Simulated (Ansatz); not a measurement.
The reference is Mg2Ge in the anti-fluorite structure (space group Fm-3m, No. 225).

Space group Fm-3m (No. 225); a = b = c = 6.364 Å, α = β = γ = 90.00°

```json
[
 {"atom": "Ge", "site": "4a", "symmetry": "m-3m", "x": "0.0000", "y": "0.0000", "z": "0.0000"},
 {"atom": "Mg", "site": "8c", "symmetry": "-43m", "x": "0.2500", "y": "0.2500", "z": "0.2500"}
]
```
(The calculation used a cell of 3 atoms; values per cell refer to that cell.)

Method: PBEsol in Ansatz (plane waves to 420 eV, PAW, no SOC), earlier PAW set.

For the base:

| Property | Value |
|---|---|
| Valley order | X along ⟨100⟩ 0.08 eV; Γ 1.03 eV; L along ⟨111⟩ 1.04 eV |
| Density | 3.12 g/cm³ |

One thing is altered: cell and atoms relaxed at a pressure of 3 GPa.

Question: What does the calculation give for the valley order after the change?

Answer: The valley order (the lowest conduction-band minima on the path, energy above the VBM, named in the base's zone) goes from X along ⟨100⟩ 0.08 eV; Γ 1.03 eV; L along ⟨111⟩ 1.04 eV to X along ⟨100⟩ 0.04 eV; L along ⟨111⟩ 1.26 eV; Γ 1.32 eV.

Question: What does the calculation give for the density after the change?

Answer: The density rises by 0.164 g/cm³ to 3.29 g/cm³.

The levels and masses belong to the bands next to the band gap. Load acts through the strain it causes; cell and atoms are relaxed under it. Stability against distortions was not tested. The final runs are not spin-polarised.

Ansatz is a program for electronic structure.
